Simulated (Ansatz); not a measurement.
Where the default PAW files enter, the runs use the earlier of Ansatz's two default sets.

Consider the following.

```
CELL_PARAMETERS angstrom
      3.20750     0.00000     0.00000
      0.00000     6.73847     0.00000
      0.00000     3.36924     3.36924
ATOMIC_POSITIONS crystal
  Sn 0.50000 0.50000 0.00000
  Sn 0.00000 0.00000 0.00000
  O  0.50000 0.80597 0.00000
  O  0.50000 0.19403 0.00000
  O  0.00000 0.30597 0.38806
  O  0.00000 0.69403 0.61194
```

Space group of this cell: P4_2/mnm, rutile. The cell is taken as given; by r2SCAN its mean pressure is -1.1 GPa.

Method: r2SCAN (plane waves, PAW; Ansatz, a quantum-chemistry and plane-wave program).

The current runs along the normal of the first two printed vectors; no spin-orbit coupling. Scaled by the factor s: the length along the current (ions clamped). Meshes 10×10×10 and 10×6 across the current in all rows.

```tsv
s	mean pressure (GPa)	band gap (eV)
0.97	5.4	?
1.00	-1.1	1.73
1.03	-6.2	1.43
```

**Question.** Take the slope of the band gap against ln s from the two given rows, extrapolate to s = 0.97, and say what the run there gives.

**Answer.** Slope = (1.43 − 1.73) / ln 1.03 = -10.1 eV. The line gives 1.73 + (-10.1) × ln 0.97 = 2.04 eV. The run gives 2.05 eV, 0.01 eV over the line, 4 % of the predicted step.
